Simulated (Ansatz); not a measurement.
The starting structures come from a database of crystals and need not be the phases stable at ambient conditions.

The decay constant κ of evanescent states in the gap governs leakage through a thin film.

Data:

```xyz
20
Lattice="4.6449 0.0000 0.0000 0.0000 11.0010 0.0000 0.0000 0.0000 11.9345" Properties=species:S:1:pos:R:3 pbc="T T T"
Ba     1.1612     8.2133     9.6484
Ba     3.4837     2.7878     2.2862
Ba     3.4837     8.2883     3.6811
Ba     1.1612     2.7127     8.2535
Ag     3.4837     0.6450     5.3997
Ag     1.1612    10.3560     6.5349
Ag     1.1612     4.8555    11.3669
Ag     3.4837     6.1455     0.5676
Ag     1.1612    10.3837     0.9884
Ag     3.4837     0.6174    10.9461
Ag     3.4837     6.1179     6.9557
Ag     1.1612     4.8831     4.9789
Te     3.4837     8.9818     0.2608
Te     1.1612     2.0192    11.6738
Te     1.1612     7.5198     6.2280
Te     3.4837     3.4813     5.7065
Te     1.1612     5.7106     2.2339
Te     3.4837     5.2904     9.7006
Te     3.4837    10.7909     8.2012
Te     1.1612     0.2101     3.7334
```

Space group of this cell: Pnma. The cell is taken as given.

Transport runs along the normal of the first two printed cell vectors.

No gap correction and no spin-orbit coupling; mid-gap values are interpolated between computed energies.

Q: State the band gap and the smallest decay constant κ at mid-gap according to r2SCAN run with Ansatz (a program for electronic structure).

A: Gap 1.10 eV on a 8×4×4 mesh; κ = 0.123 1/Å, at the zone centre.
